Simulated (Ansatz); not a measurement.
Ansatz (a quantum-chemistry and plane-wave program) run on TiCo (P4mm, 2 atoms in the cell): self-consistent single point.

Level of theory: LDA (PW92), harder PAW files (source: ansatz) made with PBE (plane waves; Ansatz).

```yaml
crystal:
  lattice:
    - [2.98103, 0.00000, 0.00000]
    - [0.00000, 2.98103, 0.00000]
    - [0.00000, 0.00000, 2.98103]
  atoms:
    - { symbol: Ti, position: [0.00000, 0.00000, 0.01677] }
    - { symbol: Co, position: [0.50000, 0.50000, 0.50000] }
```

Reference input (self-consistent single point, DFT, LDA (PW92), plane waves, default PAW files made with PBE): basis.ecutwfc = 30.9 Ry; kpoints.mp_grid.grid = 11 11 11; hamiltonian.xc = lda; hamiltonian.pseudopotentials = {kind: paw} (the program's default PAW files); scf.occupations.method = fermi_dirac; scf.occupations.width = 0.0073 Ry. This run's input differs from it in these lines:

Ansatz 0.2 input:
```diff
@@ -9,3 +9,3 @@
 basis:
-  ecutwfc: 30.9 Ry
+  ecutwfc: 36.4 Ry
 kpoints:
@@ -14,3 +14,3 @@
   xc: lda
-  pseudopotentials: { kind: paw }
+  pseudopotentials: { kind: paw, source: ansatz }
 scf:
```

Output, abridged:

```
SCF iter   1: F=—  HF=-7515.666877 eV  |F-HF|=—  |Δ(HF+E_count)|=         —  Δρ=2.07e-1  dr2=1.83e1  ethr=3.10e-3  ⟨swp⟩=3.6  Hψ=8405  notcnv=0
all-band conjugate gradients solve this SCF's bands
preconditioner: auto → none
SCF iter   2: F=—  HF=-7514.008673 eV  |F-HF|=—  |Δ(HF+E_count)|=    1.66e0  Δρ=2.15e-1  dr2=1.59e1  ethr=3.10e-3  ⟨swp⟩=2.0  Hψ=5678  notcnv=0
   [... lines left out ...]
SCF iter   8: F=—  HF=-7512.464210 eV  |F-HF|=—  |Δ(HF+E_count)|=   3.62e-4  Δρ=1.29e-3  dr2=5.74e-4  ethr=2.02e-5  ⟨swp⟩=1.0  Hψ=2394  notcnv=0
SCF iter   9: F=—  HF=-7512.464178 eV  |F-HF|=—  |Δ(HF+E_count)|=   3.14e-5  Δρ=8.34e-5  dr2=2.33e-6  ethr=1.98e-6  ⟨swp⟩=1.0  Hψ=2396  notcnv=0
SCF iter  10: F=—  HF=-7512.464179 eV  |F-HF|=—  |Δ(HF+E_count)|=   9.29e-7  Δρ=2.17e-5  dr2=1.40e-7  ethr=8.05e-9  ⟨swp⟩=1.8  Hψ=2798  notcnv=0
SCF iter  11: F=-7512.464179 eV  HF=-7512.464179 eV  |F-HF|=9.59e-9  |Δ(HF+E_count)|=   1.13e-9  Δρ=6.12e-6  dr2=1.06e-8  ethr=3.45e-10  ⟨swp⟩=3.9  Hψ=6668  notcnv=0
SCF 1 converged in 11 iterations: F = -7512.464179 eV  dr2 = 1.06e-8
Free energy (F): -7512.464179 eV
Internal energy: -7512.375677 eV  (E = F + TS)
E sigma→0 (E₀):  -7512.419928 eV
Entropy (-TS):   -0.088502 eV (-44.251 meV/atom)
Fermi energy:    16.437288 eV
--- Forces (eV/Å), atoms counted from 1 ---
  atom   1  Ti    -0.00000000     0.00000000    -0.21309236
  atom   2  Co    -0.00000000     0.00000000     0.21307718
--- Stress (GPa, compression-positive) ---
      -15.447212       0.000000       0.000000
        0.000000     -15.447212       0.000000
        0.000000       0.000000     -15.539820
  P = ⅓ Tr σ = -15.4781 GPa (-154.781 kbar)
  The stress holds the Pulay correction. Without it, at fixed plane waves, as pw.x and ABINIT print it: P = -75.9695 GPa
```

The run converged in 11 iterations. Against the reference run the pressure goes from -14.10 to -15.48 GPa and the largest force goes from 0.166 to 0.213 eV/Å.

The starting cell has typed, rounded lattice constants, without a prior relaxation at this level. Its lattice was rescaled by up to half a per cent. One atom was moved a little off its site on purpose. Spin polarisation is off. Ansatz's pressure includes its estimate of the finite-basis (Pulay) stress. Without the estimate this run gives -75.97 GPa. The cutoff lies below the one recommended for these files.
